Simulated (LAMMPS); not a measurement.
MD of ZnSe (zinc blende) with 50 % of Se sites S at zero pressure over temperature, 4096 atoms; each row names its start.

Level of theory: classical MD, pair style sw, file CdTeZnSeHgS0.sw, run in LAMMPS.

```json
[
 {"T (K), start": "300, crystal", "state": "crystal; no diffusion seen in 30 ps", "volume": "21.5431 ± 0.0001 Å³/atom", "enthalpy": "-2.8004 ± 0.0001 eV/atom", "first peak of g(r), S-Zn": "2.37 Å, height 18.9", "coordination number of S by Zn": "4.00 (counted to 3.26 Å)", "D(S)": "-", "D(Se)": "-", "D(Zn)": "-"},
 {"T (K), start": "1330, crystal", "state": "crystal; no diffusion seen in 30 ps", "volume": "22.0294 ± 0.0010 Å³/atom", "enthalpy": "-2.5243 ± 0.0004 eV/atom", "first peak of g(r), S-Zn": "2.38 Å, height 9.3", "coordination number of S by Zn": "4.00 (counted to 3.34 Å)", "D(S)": "-", "D(Se)": "-", "D(Zn)": "-"},
 {"T (K), start": "1800, melt", "state": "liquid", "volume": "23.574 ± 0.008 Å³/atom", "enthalpy": "-1.911 ± 0.003 eV/atom", "first peak of g(r), S-Zn": "2.46 Å, height 5.5", "coordination number of S by Zn": "4.25 (counted to 3.30 Å)", "D(S)": "(2.28 ± 0.05) × 10^-5 cm²/s", "D(Se)": "(2.59 ± 0.09) × 10^-5 cm²/s", "D(Zn)": "(3.20 ± 0.05) × 10^-5 cm²/s"},
 {"T (K), start": "2180, melt", "state": "liquid", "volume": "24.582 ± 0.009 Å³/atom", "enthalpy": "-1.7112 ± 0.0009 eV/atom", "first peak of g(r), S-Zn": "2.48 Å, height 4.7", "coordination number of S by Zn": "4.16 (counted to 3.34 Å)", "D(S)": "(7.6 ± 0.2) × 10^-5 cm²/s", "D(Se)": "(7.9 ± 0.1) × 10^-5 cm²/s", "D(Zn)": "(9.1 ± 0.2) × 10^-5 cm²/s"},
 {"T (K), start": "2660, melt", "state": "liquid", "volume": "26.73 ± 0.02 Å³/atom", "enthalpy": "-1.4895 ± 0.0006 eV/atom", "first peak of g(r), S-Zn": "2.48 Å, height 4.2", "coordination number of S by Zn": "3.85 (counted to 3.34 Å)", "D(S)": "(1.55 ± 0.02) × 10^-4 cm²/s", "D(Se)": "(1.70 ± 0.06) × 10^-4 cm²/s", "D(Zn)": "(1.97 ± 0.04) × 10^-4 cm²/s"}
]
```

Caution (rows 300, crystal; 1330, crystal): the random arrangement on this lattice is imposed, and need not be a phase that exists in equilibrium.

Caution (rows 1330, crystal; 1800, melt; 2180, melt; 2660, melt): a run this short can hold a crystal over, or a liquid under, the potential's own melting point, which these runs don't give.

Caution (row 1800, melt): enthalpy drifts during the constant-pressure average: a transition or slow ageing; fluctuation values are void.

Caution (rows 1800, melt; 2180, melt; 2660, melt): the real compound melts congruently only under the pressure of its own vapour and loses its more volatile element when open.

States go by the mean squared displacement: a species diffuses where it passes 1.5 Å², still rises and gives D over 1e-6 cm²/s; a crystal has left its structure where atoms lie 0.35 Å off their sites on average or a cubic box changes its shape by 3 %, or the axial ratios of another lie 8 % off the starting cell's, which the potential's own relaxation can also do.

Errors of D are the spread over four groups of atoms in one short run; a floor of about 5 %, a picked value, is safer.

Errors shown are sampling errors alone.
